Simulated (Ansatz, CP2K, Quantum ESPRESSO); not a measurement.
**One structure in several programs: TiO₂ (I4_1/amd, 6 atoms in the cell)**

Self-consistent single point, at a second geometry (lattice scaled by 0.98). First geometry:

```xyz
6
Lattice="-1.9094 1.9094 4.8537 1.9094 -1.9094 4.8537 1.9094 1.9094 -4.8537" Properties=species:S:1:pos:R:3 pbc="T T T"
Ti     0.0000     0.0000     0.0000
Ti     0.0000     1.9094     2.4268
O      0.0000     1.9094     4.4377
O      0.0000     0.0000     2.0109
O      0.0000     0.0000     7.6965
O      0.0000     1.9094     0.4160
```

Shared settings, as Ansatz (a first-principles code) writes them: kpoints.mp_grid.grid = 8 8 8; scf.occupations.method = fermi_dirac; scf.occupations.width = 0.0037 Ry. Potentials and cutoffs stand in the table.

| code | model | ΔF from the first geometry (meV/atom) | pressure (GPa) | largest force (eV/Å) | gap on the mesh (eV) | cutoff |
|---|---|---|---|---|---|---|
| Quantum ESPRESSO | PBE, SSSP 1.1.2 efficiency (PBE) pseudopotentials | 16.4 | 10.65 | 0.234 | 2.248 | 55 Ry |
| CP2K | PBE, GPW, DZVP-MOLOPT-PBE-GTH basis, GTH-PBE potentials (POTENTIAL_UZH) | 21.5 | 12.17 | 0.261 | 2.186 | grid 600 Ry |
| Ansatz | PBE, default PAW files | 16.7 | 10.26 | 0.233 | 2.255 | default |

For Ansatz (by 0.5 GPa) the energy change implies a higher mean pressure, against the two pressures, than for the other programs: a sign of finite-basis (Pulay) stress.

Gaps are read on the mesh.

The spread over the programs that give each value: ΔF from the first geometry within 5.1 meV/atom; pressure within 1.91 GPa; largest force within 0.028 eV/Å; gap on the mesh within 0.069 eV.

CP2K uses small atom-centred bases, whose incompleteness enters pressures, forces and empty levels differently from a plane-wave cutoff. Ansatz's pressure is given at a fixed set of plane waves, as the other plane-wave codes print theirs; with its correction for the finite basis it is 10.95 GPa (the shift of 0.69 GPa shows how far the cutoff is from converged). In the pressure, CP2K (by 1.71) lies more than 1 GPa from the median of the plane-wave programs.

The starting cell comes from a database of computed structures (which also holds hypothetical and non-ambient phases and stackings), without a prior relaxation at this level. Its lattice was rescaled by a random factor within 2.5 % of one. For this run, on top of that: lattice scaled by 0.98.

Left out of this page: SIESTA (unsound by tests on forces, stress, charge or solver warnings).

Keys are those of Ansatz 0.2.
